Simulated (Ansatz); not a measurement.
The reference is WC (space group P-6m2, No. 187; a = 2.913 Å, c = 2.837 Å).

Method: DFT with r2SCAN, PAW potentials and a 500 eV plane-wave cutoff in Ansatz (a quantum-chemistry and plane-wave program), no spin-orbit coupling, earlier PAW set.

One change was made to it. Results:

The c/a ratio stays 0.974; the lattice parameter a stays essentially unchanged (2.913 Å against 2.911 Å); the band gap is still zero.

Question: What was done to the base?
A) pressure 5 GPa
B) pressure 0.7 GPa
C) pressure 10 GPa

Answer: B, pressure 0.7 GPa. For comparison, the lattice parameter a in the other runs: pressure 5 GPa gives 2.900 Å; pressure 10 GPa gives 2.888 Å.

Load acts through the strain it causes; cell and atoms are relaxed under it. Whether these cells are dynamically stable was not tested. Competing high-pressure phases were not computed. All final runs are without spin polarisation.
